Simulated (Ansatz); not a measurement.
System: BaWO₄ (I4₁/a, No. 88; cell taken from a computed entry). Method: r²SCAN (Ansatz, a first-principles code, plane waves, PAW).

Numerical settings: plane-wave cutoff 560 eV, 8×8×8 k mesh, Fermi–Dirac smearing 0.01 eV, no spin polarisation, scalar-relativistic PAW data made under PBE.

Cell (relaxed with PBEsol):

```cif
data_Ba4O16W4
_chemical_formula_sum 'Ba4 W4 O16'
_space_group_name_H-M_alt 'I41/a :1'
_space_group_IT_number 88
_space_group_name_Hall 'I 4bw -1bw'
_cell_length_a 5.60555
_cell_length_b 5.60555
_cell_length_c 12.55357
_cell_angle_alpha 90.000
_cell_angle_beta 90.000
_cell_angle_gamma 90.000
loop_
_space_group_symop_operation_xyz
  'x, y, z'
  '-y, x+1/2, z+1/4'
  '-x+1/2, -y+1/2, z+1/2'
  'y+1/2, -x, z+3/4'
  '-x, -y+1/2, -z+1/4'
  'y, -x, -z'
  'x+1/2, y, -z+3/4'
  '-y+1/2, x+1/2, -z+1/2'
  'x+1/2, y+1/2, z+1/2'
  '-y+1/2, x, z+3/4'
  '-x, -y, z'
  'y, -x+1/2, z+1/4'
  '-x+1/2, -y, -z+3/4'
  'y+1/2, -x+1/2, -z+1/2'
  'x, y+1/2, -z+1/4'
  '-y, x, -z'
loop_
_atom_site_label
_atom_site_type_symbol
_atom_site_symmetry_multiplicity
_atom_site_Wyckoff_symbol
_atom_site_fract_x
_atom_site_fract_y
_atom_site_fract_z
_atom_site_occupancy
Ba1 Ba 4 b 0.00000 0.00000 0.50000 1
W1 W 4 a 0.00000 0.00000 0.00000 1
O1 O 16 f 0.23119 0.37156 0.17050 1
```
(The calculation used a cell of 12 atoms; values per cell refer to that cell.)

Question: Predict the band gap and smallest direct gap on the k points sampled.

Answer: 
- band gap = 5.19 eV
- smallest direct gap on the k points sampled = 5.24 eV

Note: cell and atoms aren't relaxed at this level (largest force component 0.21 eV/Å, pressure 0.7 GPa).

Spin–orbit coupling is not included.

Computing time: roughly 4 core-minutes.
